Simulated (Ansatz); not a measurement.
A self-consistent single point of HfC (I4mm, 2 atoms in the cell) with Ansatz (a quantum-chemistry and plane-wave program).

Method of the run: LDA (PW92), PAW files made with PBE (plane waves; Ansatz).

The change in words: lattice scaled by 0.98; basis.ecutrho_ratio: default → 3. Reference geometry:
```yaml
crystal:
  lattice:
    - [0.00000, 2.33160, 2.33160]
    - [2.33160, 0.00000, 2.33160]
    - [2.33160, 2.33160, 0.00000]
  atoms:
    - { symbol: Hf, position: [0.01072, 0.01072, 0.98928] }
    - { symbol: C, position: [0.50000, 0.50000, 0.50000] }
```

Reference input (self-consistent single point, DFT, LDA (PW92), plane waves, PAW files made with PBE): basis.ecutwfc = 420 eV; kpoints.mp_grid.grid = 12 12 12; hamiltonian.xc = lda; hamiltonian.pseudopotentials = {kind: paw} (the program's default PAW files); scf.occupations.method = fermi_dirac; scf.occupations.width = 0.1 eV. This run's input differs from it in these lines:

Ansatz 0.2 input:
```diff
@@ -3,5 +3,5 @@
   lattice:
-    - [0.000000, 2.331600, 2.331600]
-    - [2.331600, 0.000000, 2.331600]
-    - [2.331600, 2.331600, 0.000000]
+    - [0.000000, 2.284968, 2.284968]
+    - [2.284968, 0.000000, 2.284968]
+    - [2.284968, 2.284968, 0.000000]
   atoms:
@@ -11,2 +11,3 @@
   ecutwfc: 420.0 eV
+  ecutrho_ratio: 3
 kpoints:
```

Output (repeated stretches shortened):

```
SCF iter   1: F=—  HF=-15723.154010 eV  |F-HF|=—  |Δ(HF+E_count)|=         —  Δρ=9.22e-2  dr2=2.72e0  ethr=3.10e-3  ⟨swp⟩=5.2  Hψ=13964  notcnv=0
all-band conjugate gradients solve this SCF's bands
preconditioner: auto → Kerker (q_TF=auto, 2.834 Å⁻¹)
SCF iter   2: F=—  HF=-15722.573750 eV  |F-HF|=—  |Δ(HF+E_count)|=   5.80e-1  Δρ=3.29e-2  dr2=2.59e-1  ethr=3.10e-3  ⟨swp⟩=2.1  Hψ=5382  notcnv=0  defer=3
   [... lines left out ...]
SCF iter   5: F=—  HF=-15722.506386 eV  |F-HF|=—  |Δ(HF+E_count)|=   6.38e-4  Δρ=1.49e-3  dr2=2.92e-4  ethr=2.23e-5  ⟨swp⟩=2.1  Hψ=4749  notcnv=0
SCF iter   6: F=—  HF=-15722.506285 eV  |F-HF|=—  |Δ(HF+E_count)|=   1.01e-4  Δρ=2.81e-4  dr2=2.01e-5  ethr=9.72e-7  ⟨swp⟩=2.3  Hψ=5398  notcnv=0
SCF iter   7: F=—  HF=-15722.506288 eV  |F-HF|=—  |Δ(HF+E_count)|=   2.74e-6  Δρ=7.94e-5  dr2=1.07e-6  ethr=6.69e-8  ⟨swp⟩=2.4  Hψ=5788  notcnv=0
SCF iter   8: F=-15722.506288 eV  HF=-15722.506288 eV  |F-HF|=5.12e-9  |Δ(HF+E_count)|=   1.78e-8  Δρ=1.34e-5  dr2=2.37e-8  ethr=3.33e-10  ⟨swp⟩=8.3  Hψ=19127  notcnv=0
SCF 1 converged in 8 iterations: F = -15722.506288 eV  dr2 = 2.37e-8
Free energy (F): -15722.506288 eV
Internal energy: -15722.496893 eV  (E = F + TS)
E sigma→0 (E₀):  -15722.501590 eV
Entropy (-TS):   -0.009395 eV (-4.697 meV/atom)
Fermi energy:    19.334116 eV
--- Forces (eV/Å), atoms counted from 1 ---
  atom   1  Hf     0.00000000     0.00000000    -0.43253065
  atom   2  C      0.00000000     0.00000000     0.43251230
--- Stress (GPa, compression-positive) ---
        0.471473       0.000000       0.000000
        0.000000       0.471473       0.000000
        0.000000       0.000000       1.360323
  P = ⅓ Tr σ = 0.7678 GPa (7.678 kbar)
  The stress holds the Pulay correction, which leaves out the density cutoff's part. Without it, at fixed plane waves, as pw.x and ABINIT print it …
settings of this run that can trade accuracy for cost: basis.ecutrho_ratio < 4. Do not mix this run's numbers with those of runs without the same settings …
```

The run converged in 8 iterations. Against the reference run the free energy goes down by 31.2 meV/atom, the pressure goes from -13.43 to 0.77 GPa and the largest force goes from 0.340 to 0.433 eV/Å. The full log also holds: “WARN basis.ecutrho_ratio = 3 (ecutrho = 1260 eV) is below the records' recommended cutoff”.

The starting cell has typed, rounded lattice constants, without a prior relaxation at this level. Its lattice was rescaled by up to half a per cent. One atom was moved a little off its site on purpose. For this run, on top of that: lattice scaled by 0.98. Ansatz's pressure includes its estimate of the finite-basis (Pulay) stress. The cutoff lies below the one recommended for these files.
